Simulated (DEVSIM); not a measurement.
abrupt In0.53Ga0.47As n-p junction

Device: abrupt In0.53Ga0.47As n-p junction, at 300 K.

```csv
layer (left to right),material,thickness (μm),Nd (cm⁻³),Na (cm⁻³),τn (s),τp (s)
1,In0.53Ga0.47As,8.70,1.6e16,-,5.2e-8,5.2e-8
2,In0.53Ga0.47As,20.0,-,3.5e16,5.2e-8,5.2e-8
```

Left contact: ohmic. Right contact: ohmic. Voltage is applied to the left contact. Recombination: SRH at mid-gap, radiative. Mobility is μmin + (μ − μmin)/(1 + (N/Nref)^α).

This is a model device: material constants are rounded textbook-type values typed into the input, and sizes, dopings and lifetimes were drawn at random. Values at 300 K.

| parameter | In0.53Ga0.47As |
|---|---|
| gap (eV) | 0.74 |
| affinity (eV) | 4.51 |
| permittivity | 13.9 |
| Nc (cm⁻³) | 2.1e17 |
| Nv (cm⁻³) | 7.7e18 |
| μn (cm²/Vs) | 12000 |
| μp (cm²/Vs) | 300 |
| μn,min | 300 |
| μp,min | 10 |
| Nref,n | 1.3e17 |
| Nref,p | 4.9e17 |
| αn | 0.48 |
| αp | 0.4 |
| B (cm³/s) | 9.6e-11 |

Model (solved in DEVSIM): 1D drift-diffusion, Boltzmann statistics, complete ionisation; no tunnelling, impact ionisation, image-force lowering or self-heating.

The potential step across the device at zero bias is 0.534 V and the largest field in the device at zero bias is 37000 V/cm. The dark forward voltage at 1 A/cm² is 0.381 V and the dark forward voltage at 100 A/cm² is 0.528 V.

Dark forward current:

```
V (V)  J (A/cm²)
-----  ---------
-0.05    -8.5e-6
-0.10    -4.1e-5
-0.15   -0.00020
-0.20    -0.0011
-0.25    -0.0069
-0.30     -0.045
-0.35      -0.31
-0.40       -2.0
-0.45        -12
-0.50        -54
-0.55       -160
-0.60       -370
-0.65       -700
-0.70      -1200
-0.75      -1700
-0.80      -2500
```
